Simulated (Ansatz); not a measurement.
The parent structure is TiC in the rock salt structure (space group Fm-3m, No. 225; a = 4.328 Å; relaxed with 0.1 eV smearing). Axes: x, y, z lie along the cube axes.

All numbers come from Kohn–Sham DFT with the r2SCAN functional, run in Ansatz (a first-principles code) with PAW and 500 eV plane waves, spin-orbit coupling left out.

For the base:

The volume per atom is 10.13 Å³ and the pressure comes out as 0.0 GPa.

The change: biaxial strain +1.16 %, plane normal [111], relaxed out of plane (Cartesian); in-plane vectors clamped, the third vector and the atoms free.

### Question
What happens to the volume per atom?

### Answer
The volume per atom rises by 0.173 Å³ to 10.31 Å³.

### Question
Estimate the effect on the pressure.

### Answer
The pressure (mean of the normal stresses, compression positive) goes from zero to -4.3 GPa.

### Question
Estimate the effect on the energy relative to the base.

### Answer
The energy rises by 4.8 meV/atom.

Stability against distortions was not tested. The final runs are not spin-polarised.
